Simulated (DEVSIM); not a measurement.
System: Schottky contact on n-type GaP, at 350 K.

Layer 1 from the left is GaP, thickness (μm) 3.90, Nd (cm⁻³) 4.3e16, τn (s) 1.6e-6, τp (s) 1.6e-6.

Left contact: Schottky, work function 5.41 eV, emission velocity 1e7 cm/s. Right contact: ohmic. Voltage is applied to the left contact. Recombination: SRH at mid-gap. Mobility is μmin + (μ − μmin)/(1 + (N/Nref)^α).

Constants are typed, rounded textbook-type inputs, not results; the design itself was drawn at random and stands for no fabricated device. Values at 300 K; Nc and Nv go as T^1.5, mobilities as T to minus their exponent, the gap by Varshni's rule with the affinity fixed.

GaP: gap (eV) 2.26, affinity (eV) 3.8, permittivity 11.1, Nc (cm⁻³) 1.8e19, Nv (cm⁻³) 1.9e19, μn (cm²/Vs) 250, μp (cm²/Vs) 150, μn,min 10, μp,min 10, Nref,n 4.4e18, Nref,p 1e18, αn 0.8, αp 0.85, T exponent of μn 1.6, T exponent of μp 1.98, Varshni α (eV/K) 0.00058, Varshni β (K) 372.

Model (solved in DEVSIM): 1D drift-diffusion, Boltzmann statistics, complete ionisation; no tunnelling, impact ionisation, image-force lowering or self-heating. Metal contacts follow the ideal Schottky-Mott rule: no Fermi-level pinning, no interface dipoles.

Dark forward current:

```csv
|V| (V),|J| (A/cm²)
0.20,1.301e-13
0.25,6.732e-13
0.30,3.495e-12
0.35,1.817e-11
0.40,9.454e-11
0.45,4.918e-10
0.50,2.557e-9
0.55,1.329e-8
0.60,6.898e-8
0.65,3.578e-7
0.70,1.854e-6
0.75,9.592e-6
0.80,4.955e-5
0.85,0.0002555
0.90,0.001314
0.95,0.006735
1.00,0.03438
1.05,0.1743
1.10,0.8724
1.15,4.208
1.20,18.08
1.25,59.10
1.30,136.3
1.35,241.6
1.40,364.3
1.45,497.7
```

Q: Work out the local ideality factor n = ΔV / (kT/q · ln(J2/J1)) between the rows 0.20 and 0.25 V, 0.35 and 0.40 V, 1.40 and 1.45 V.

A: kT/q = 30.16 mV. From 0.20 to 0.25 V: ln(6.732e-13/1.301e-13) = 1.644, n = 1.01, near the 1 of diffusion or emission over a barrier. From 0.35 to 0.40 V: ln(9.454e-11/1.817e-11) = 1.649, n = 1.01, near the 1 of diffusion or emission over a barrier. From 1.40 to 1.45 V: ln(497.7/364.3) = 0.312, n = 5.31; the layers' resistance at their doping, Σ W/(qμN) = 0.00030 Ω cm², would take 40 mV of this step of 50 mV.

Q: Estimate the current at 0.65 V for emission alone, J0 = q v N_band exp(−φB/kT), and read the barrier back from the simulated current.

A: φB = 1.610 eV, N_band = 2.27e19 cm⁻³, J0 = 2.38e-16 A/cm²; J = J0 (exp(qV/kT) − 1) = 5.45e-7 A/cm². The simulation gives 3.58e-7 A/cm²; the estimate lies 52 % above. Read backwards, the simulated current gives an apparent barrier of 1.623 eV. The estimate leaves out transport through the depletion region and minority injection.
